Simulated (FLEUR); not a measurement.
**Variants of one calculation on BaCuGe (P-6m2, 3 atoms in the cell)**

```yaml
crystal:
  lattice:
    - [4.20172, 0.00000, 0.00000]
    - [-2.10086, 3.63879, 0.00000]
    - [0.00000, 0.00000, 5.00665]
  atoms:
    - { symbol: Ba, position: [0.00000, 0.00000, 0.00000] }
    - { symbol: Cu, position: [0.33333, 0.66667, 0.50000] }
    - { symbol: Ge, position: [0.66667, 0.33333, 0.50000] }
```

Base run A: LDA (Perdew-Zunger), all-electron FLAPW (FLEUR), scalar-relativistic valence, self-consistent single point.

Its settings: Kmax = 3.8 1/bohr; GmaxXC = 13.3 1/bohr; xcFunctional = pz; jspins = 1; l_soc = F; mode = hist; fermiSmearingEnergy = 0.00183747 Htr; mesh (inpgen div1-3) = 7 7 5; inpgen gamma flag = false; Gmax = 13.3 1/bohr; numbands = 0; maxIterBroyd = 15; imix = Anderson; alpha = 0.05; precondParam = 0; minDistance = 1e-05 me/bohr^3; ctail = T; kcrel = 0; coretail_lmax = 0; theta = 0.

The starting cell comes from a database of computed structures (which also holds hypothetical and non-ambient phases and stackings), without a prior relaxation at this level. Its lattice was rescaled by a random factor within 2.5 % of one. Spin polarisation is off. Values depend on the basis (sphere radii, cutoffs, local orbitals), which need not be converged.

ΔF is the free energy per atom less that of run A. 

| run | change | ΔF (meV/atom) | k-points | basis size |
|---|---|---|---|---|
| A | base | 0.00 | 24 | 490 |
| B | numbands: 0 → 20 | 0.00 | 24 | 490 |
| C | fermiSmearingEnergy: 0.00183747 Htr → 0.00110248 Htr; kpt_div: 7 7 5 → 7 7 6; kpt_gamma: false → true | 1.41 | 32 | 490 |
| D | lattice scaled by 1.03 | 68.9 | 24 | 534 |
| E | fermiSmearingEnergy: 0.00183747 Htr → 0.0110248 Htr | -90.7 | 24 | 490 |
| F | kpt_div: 7 7 5 → 5 5 4; kpt_gamma: false → true | -8.5 | 15 | 486 |
| G | minDistance: 1e-05 me/bohr^3 → 1e-07 me/bohr^3; l_f: T → F | 0.00 | 24 | 490 |
| H | alpha: 0.05 → 0.3 | 0.00 | 24 | 490 |
| I | Kmax: 3.8 1/bohr → 2.8 1/bohr; Gmax: 13.3 1/bohr → 9.8 1/bohr; GmaxXC: 13.3 1/bohr → 9.8 1/bohr | 1761.1 | 24 | 202 |

Run F against A: The free energy drops by 8.5 meV/atom.

Run C against A: The free energy goes up by 1.4 meV/atom.
